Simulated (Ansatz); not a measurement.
Consider HfO2 in the fluorite structure (space group Fm-3m, No. 225; a = 5.098 Å).

(Cell as relaxed with PBE.)

Levels (all Ansatz, a first-principles code, PAW, earlier PAW set): PBE (420 eV, no spin-orbit coupling); r2SCAN (500 eV, no SOC).

Each level relaxes its own structure.

```json
[
 {"base": "volume per atom", "PBE": "11.04 Å³", "r2SCAN": "10.79 Å³"},
 {"base": "lattice parameter a", "PBE": "5.098 Å", "r2SCAN": "5.059 Å"},
 {"base": "band gap", "PBE": "3.75 eV", "r2SCAN": "4.30 eV"}
]
```

One thing is altered: every lattice vector is stretched by 2.45 %; the atoms relax in the strained cell.

```csv
quantity,PBE,r2SCAN
pressure,-153.3 kbar,-169.0 kbar
electron mass,"1.3 mₑ along k, 0.77 mₑ across (at X)","1.3 mₑ along k, 0.79 mₑ across (at X)"
energy relative to the base (free energy F),+42 meV/atom,+46 meV/atom
```

PBE's pressure lies 15.7 kbar above r2SCAN's; PBE's energy relative to the base lies 3.3 meV/atom below r2SCAN's. Neither level is exact; r2SCAN is the comparison here, not a measurement.

With Hf present, leaving out spin-orbit coupling can change the band edges. Masses are band curvatures over ±0.01 Å⁻¹ around the edge. Along k means along the line from Γ to the band edge. Stability against distortions was not tested. This is not the structure that HfO2 has at room temperature and ambient pressure.
